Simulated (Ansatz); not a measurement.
# ZnAu: pressure series

Start from ZnAu in the CsCl type structure (space group Pm-3m, No. 221; a = 3.129 Å).

Cell and atoms are relaxed at each pressure.

Level of theory: PBEsol in Ansatz (plane waves to 420 eV, PAW, without spin-orbit coupling).

Notes on the quantities. enthalpy: H = E + PV relative to the base's energy.

```csv
change,enthalpy,lattice parameter a
base,–,3.129 Å
pressure −2 GPa,-0.19 eV/atom,3.144 Å
pressure −1 GPa,-0.10 eV/atom,3.136 Å
pressure 0.9 GPa,+0.09 eV/atom,3.122 Å
pressure 2.1 GPa,+0.20 eV/atom,3.114 Å
pressure 4.5 GPa,+0.42 eV/atom,3.098 Å
pressure 9 GPa,+0.84 eV/atom,3.072 Å
pressure 15 GPa,+1.37 eV/atom,3.043 Å
pressure 22.5 GPa,+2.02 eV/atom,…
pressure 30 GPa,+2.65 eV/atom,2.983 Å
```

Some entries are withheld; estimate them.


- pressure 22.5 GPa, lattice parameter a: 3.011 Å

Load acts through the strain it causes; cell and atoms are relaxed under it. Whether these cells are dynamically stable was not tested. Competing high-pressure phases were not computed.

Ansatz is a first-principles code.
